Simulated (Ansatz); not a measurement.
BaHfO3: energy against strain

BaHfO3 (cubic perovskite, Pm-3m, 14.373 Å³/atom at rest, cube axes along x, y and z) under a strain ε along a cube axis (axis z), the other axes held. PBEsol in Ansatz, a plane-wave DFT program (PAW, default set), 420 eV, 8×8×8 Γ-centred mesh, Fermi-Dirac smearing 0.05 eV; ions are relaxed within the symmetry of each cell.

Here s stands for strain and y for E less E0.

```csv
strain (%),E less E0 (meV/atom)
-3.00,?
-1.20,2.29
-0.60,0.54
0.00,0.00
0.60,0.51
1.20,2.10
```

**Question.** Fit y against s with a parabola, and predict the withheld value at s = -3.00.

**Answer.** Least squares gives y = -0.016 - 0.0683·s + 1.5337·s². Residuals (row less fit): 0.016, -0.037, 0.016, 0.015, -0.011; standard error 0.033 (degrees of freedom: 2). Twice the quadratic coefficient over the volume, 2 × 1.5337 meV × 10⁴ × 0.1602 / 14.373 Å³, is the elastic constant C11 = 342 ± 5 GPa. At the withheld row, y = -0.016 - 0.0683 × (-3.0) + 1.5337 × (-3.0)² = 13.992 meV/atom. The calculation gives 15.39 meV/atom, 1.398 meV/atom above the prediction (9.1 % of the range of y in the table). The row lies outside the fitted rows, so this is an extrapolation. From the scatter of the fitted rows alone, a prediction at this place has a standard error of 0.214 meV/atom, so the miss is 6.5 times that.

One order more, fitted to all 11 runs of the series, follows each within 0.03, so the miss is the next term of a smooth law. The primitive cell can neither tilt nor turn polar against its symmetry, as such crystals can under strain. Rows are the converged runs of the series near zero and its far end; series whose fitted rows scatter by over a few per cent of the range, as at a crossing or softening among them, aren't shown in this form. Most that stay on the fit to the last digits aren't either.
